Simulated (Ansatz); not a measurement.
Start from LiF in the rock salt structure (space group Fm-3m, No. 225; a = 4.0079 Å).

Computed with Ansatz (a program for electronic structure) PBEsol, no SOC.

For the base:

| Property | Value |
|---|---|
| Valley order | Γ 9.05 eV; L along ⟨111⟩ 10.67 eV |
| Electron mass | 0.88 mₑ (at Γ) |
| Lattice parameter a | 4.008 Å |

One thing is altered: a hydrostatic pressure of 10 GPa.

How does this affect the valley order?

The valley order (the lowest conduction-band minima on the path, energy above the VBM, named in the base's zone) goes from Γ 9.05 eV; L along ⟨111⟩ 10.67 eV to Γ 10.11 eV; L along ⟨111⟩ 11.24 eV.

Estimate the effect on the electron mass.

The electron mass goes from 0.88 mₑ (at Γ) to 0.97 mₑ (at Γ).

How does this affect the lattice parameter a?

The lattice parameter a decreases by 0.1444 Å to 3.863 Å.

The levels and masses belong to the bands next to the band gap. Load acts through the strain it causes; cell and atoms are relaxed under it. Masses are band curvatures over ±0.01 Å⁻¹ around the edge. No phonon test of stability was made. Competing high-pressure phases were not computed.
